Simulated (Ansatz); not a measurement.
```yaml
crystal:
  lattice:
    - [5.43163, 0.00000, 0.00000]
    - [0.00000, 8.51573, 0.00000]
    - [0.00000, 4.25787, 2.45828]
  atoms:
    - { symbol: Si, position: [0.66667, 0.00000, 0.46880] }
    - { symbol: Si, position: [0.00000, 0.46880, 0.06240] }
    - { symbol: Si, position: [0.33333, 0.53120, 0.46880] }
    - { symbol: O, position: [0.45218, 0.85546, 0.87598] }
    - { symbol: O, position: [0.78551, 0.73144, 0.68166] }
    - { symbol: O, position: [0.11885, 0.41310, 0.44236] }
    - { symbol: O, position: [0.54782, 0.26856, 0.87598] }
    - { symbol: O, position: [0.21449, 0.58690, 0.68166] }
    - { symbol: O, position: [0.88115, 0.14454, 0.44236] }
```

The cell is taken as given.

Transport runs along the normal of the first two printed cell vectors, the (110) plane of the conventional cell.

The gap is the functional's own. No spin-orbit coupling. Mid-gap values are those at the computed energy nearest the middle.

### Question
Compute, with Ansatz (a quantum-chemistry and plane-wave program) with r2SCAN, the band gap and the smallest decay constant κ at mid-gap.

### Answer
Gap 6.60 eV on a 6×12×12 mesh; κ = 0.503 1/Å, at the zone centre.
